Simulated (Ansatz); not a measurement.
**Worked sum: formation energy of the neutral V_N in HfN (rock salt, Fm-3m)**

We look at the formation energy of the neutral V_N in HfN (rock salt, Fm-3m). Reaction: 8 HfN (rock salt) → cell A + 1/2 N2 (gas).

A: a supercell of 16 sites of HfN (rock salt, Fm-3m) with one empty N site amid 6 Hf; partly filled levels (a metallic host or states in the gap) with PBE; an odd number of electrons; spin state with PBE: no moments.

Method: Ansatz (a program for electronic structure), PAW, neutral cells at 0 K with nuclei at rest, on structures from PBE. Ansatz runs with its PAW set soft_1. A dispersion term (D3(BJ), or D4 for r2SCAN) was computed beside these levels and is taken off wherever the name lacks it. Space groups of crystals are read within 0.01 Å. Spin-orbit coupling is left out. The cell is small for its defects, so this is an ordered compound on the host's lattice rather than an isolated defect. The value holds for the reservoirs listed; other chemical potentials shift it. Cell A has symmetry Fm-3m within 0.02 Å and got no random move, so less symmetric positions, which may lie lower, weren't tried.

Total energies of the cells in eV, at zero smearing width. They compare only within one column; the weights balance every element.

| cell | atoms | weight | PBE |
|---|---|---|---|
| A: HfN:V_N | 15 | +1 | -128489.24245 |
| HfN (rock salt) | 16 | −1 | -128876.30290 |
| N2 (gas) | 2 | +1/2 | -768.03289 |

PBE: (-128489.24245) − (-128876.30290) + 1/2 × (-768.03289) = 3.044 eV.

What follows from the PBE value: The value above is the N-rich limit, with N2 (gas) as reservoir. The host forms with -1.65 eV/atom at this level, so before it gives way to its other element Δμ(N) can go down to -1.65 × 2 = -3.30 eV (other compounds may narrow the range). The defect releases 1 N, so the N-poor limit is 3.04 + 1 × (-3.30) = -0.26 eV.
